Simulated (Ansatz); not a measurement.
The starting structures come from a database of crystals and need not be the phases stable at ambient conditions.

The decay constant κ of evanescent states in the gap governs leakage through a thin film.

Given:

```
MgPb2O6Te
1.0
    5.66626     0.00000     0.00000
    0.00000     5.66626     0.00000
    2.83313    -2.83313     4.00665
Mg Te Pb O
1 1 2 6
Direct
  0.00000   0.00000   0.00000
  0.50000   0.50000   0.00000
  0.25000   0.25000   0.50000
  0.75000   0.75000   0.50000
  0.74177   0.25823   0.00000
  0.25823   0.74177   0.00000
  0.74177   0.74177   0.00000
  0.25823   0.25823   0.00000
  0.74177   0.25823   0.51646
  0.25823   0.74177   0.48354
```

Space group of this cell: Fm-3m. The cell was relaxed by PBE-D3(BJ); by PBEsol its mean pressure is -2.3 GPa.

Transport runs along the normal of the first two printed cell vectors, the (001) plane of the conventional cell.

The gap is the functional's own. No spin-orbit coupling. Mid-gap values are interpolated on the energy grid.

Question: Give the band gap and the smallest decay constant κ at mid-gap that PBEsol (Ansatz, a quantum-chemistry and plane-wave program) yields.

Answer: Gap 2.37 eV on a 8×8×8 mesh; κ = 0.219 1/Å, at the zone centre.
